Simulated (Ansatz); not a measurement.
**C (model structure, Pn-3m, No. 224, 10 atoms in the cell)**

All values below come from r²SCAN+rVV10 (Ansatz, a program for electronic structure, PAW).

Numerical settings: plane-wave cutoff 560 eV, 8×8×8 k mesh, Fermi–Dirac smearing 0.01 eV, scalar-relativistic PAW data made under PBE.

Cell (relaxed at this level):

```cif
data_C10
_chemical_formula_sum 'C10'
_space_group_name_H-M_alt 'P 1'
_space_group_IT_number 1
_cell_length_a 4.80317
_cell_length_b 4.80317
_cell_length_c 4.80317
_cell_angle_alpha 90.000
_cell_angle_beta 90.000
_cell_angle_gamma 90.000
loop_
_space_group_symop_operation_xyz
  'x, y, z'
loop_
_atom_site_label
_atom_site_type_symbol
_atom_site_fract_x
_atom_site_fract_y
_atom_site_fract_z
_atom_site_occupancy
C1 C 0.00000 0.00000 0.00000 1
C2 C 0.50000 0.50000 0.50000 1
C3 C 0.17790 0.17790 0.17790 1
C4 C 0.32210 0.32210 0.32210 1
C5 C 0.17790 0.82210 0.82210 1
C6 C 0.32210 0.67790 0.67790 1
C7 C 0.82210 0.17790 0.82210 1
C8 C 0.67790 0.32210 0.67790 1
C9 C 0.82210 0.82210 0.17790 1
C10 C 0.67790 0.67790 0.32210 1
```

```
Quantity                               Value
---------------  ---------------------------
band gap         4.51 eV (on the SCF k mesh)
direct gap at Γ                      5.14 eV
```

Note: the relaxation could raise the start's symmetry but not lower it, so the cell can be a saddle point.

The computed numbers hold no vibrational or temperature effects.

It cost about 100 core-seconds (a rough figure) of CPU time.

A model structure was made by putting elements into a prototype or built by hand; it is no filed structure, need not be a known phase, and can be a saddle point held by its symmetry.
